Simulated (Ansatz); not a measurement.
# CaO (model structure, F-43m, No. 216, 2 atoms in the cell): properties by level of theory

```
level (code)           lattice parameter a (Å)  cohesive energy (eV/atom)
---------------------  -----------------------  -------------------------
LDA (Ansatz)                             5.116                       6.08
PBE (Ansatz)                             5.244                       5.28
PBEsol (Ansatz)                          5.180                       5.57
PBE-D3(BJ) (Ansatz)                      5.200                       5.49
r²SCAN (Ansatz)                          5.213                       5.43
r²SCAN+rVV10 (Ansatz)                    5.198                       5.53
```

Ansatz's density-functional and Hartree–Fock values are scalar-relativistic unless marked +SOC, with PAW data made under PBE.

Free atoms are spin-polarised, in the lowest state found; at levels without +SOC their spin–orbit coupling is left out.

The computed numbers hold no vibrational or temperature effects.

A model structure was made by putting elements into a prototype or built by hand; it is no filed structure, need not be a known phase, and can be a saddle point held by its symmetry.

Ansatz is a quantum-chemistry and plane-wave program.
